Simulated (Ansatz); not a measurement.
**What isotropic strain −1.50 % does to BeS**

The reference is BeS in the zinc blende structure (space group F-43m, No. 216; a = 4.7964 Å).

The change: every lattice vector is shortened by 1.50 %, atoms relaxed at fixed cell.

Level of theory: DFT with LDA, PAW potentials and a 420 eV plane-wave cutoff in Ansatz (a quantum-chemistry and plane-wave program), no spin-orbit coupling. Γ-centred 12×12×12 mesh, Fermi–Dirac width 0.05 eV.

The volume per atom decreases by 0.61 Å³, from 13.79 Å³ to 13.18 Å³ and the space group is still F-43m (No. 216). The shortest interatomic distance decreases by 0.031 Å, from 2.077 Å to 2.046 Å and the energy increases by 9.3 meV/atom. The pressure goes from zero to 50.4 kbar and the band gap falls by 0.108 eV (2.82 eV → 2.72 eV). The gap character stays indirect, Γ → X and the smallest direct gap drops by 0.02 eV, from 5.49 eV to 5.47 eV. The mean gap deformation potential ΔEg/Δln V is +2.4 eV and the width of the top valence band grows by 0.233 eV to 3.81 eV. The electron mass becomes 0.78 mₑ along k, 0.27 mₑ across (at X) (base: 0.80 mₑ along k, 0.28 mₑ across (at X)) and the hole mass (degenerate bands, along [100]) goes from 0.34, 0.53, 0.53 mₑ (at Γ) to 0.34, 0.50, 0.50 mₑ (at Γ).

Final structure:

```
CELL_PARAMETERS angstrom
      0.00000     2.36220     2.36220
      2.36220     0.00000     2.36220
      2.36220     2.36220     0.00000
ATOMIC_POSITIONS crystal
  Be 0.00000 0.00000 0.00000
  S  0.25000 0.25000 0.25000
```

Effective masses come from finite differences of ±0.01 Å⁻¹. Along k means along the line from Γ to the band edge. Stability against distortions was not tested.
